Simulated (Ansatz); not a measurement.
Consider Cu in the fcc (Cu type) structure (space group Fm-3m, No. 225; a = 3.577 Å; relaxed with 0.1 eV smearing). Axes: x, y, z lie along the cube axes.

Method: r2SCAN (Ansatz, a program for electronic structure), spin-orbit coupling left out.

Before the change:

```
Quantity                           Result
-----------------------------  ----------
Shortest interatomic distance  4.779 bohr
```

Perturbation: uniaxial strain ε_zz = +1.50 %, all other strain components held at zero; the atoms relax in the strained cell.

Task: Estimate the effect on the energy relative to the base, stress and shortest interatomic distance.

Result: The energy grows by 1.6 meV/atom; the stress (xx, yy, zz, yz, xz, xy; compression positive) is (-2.0, -2.0, -2.9, 0.0, 0.0, 0.0) GPa; the shortest interatomic distance remains 4.779 bohr.

Stability against distortions was not tested. The final runs are not spin-polarised.
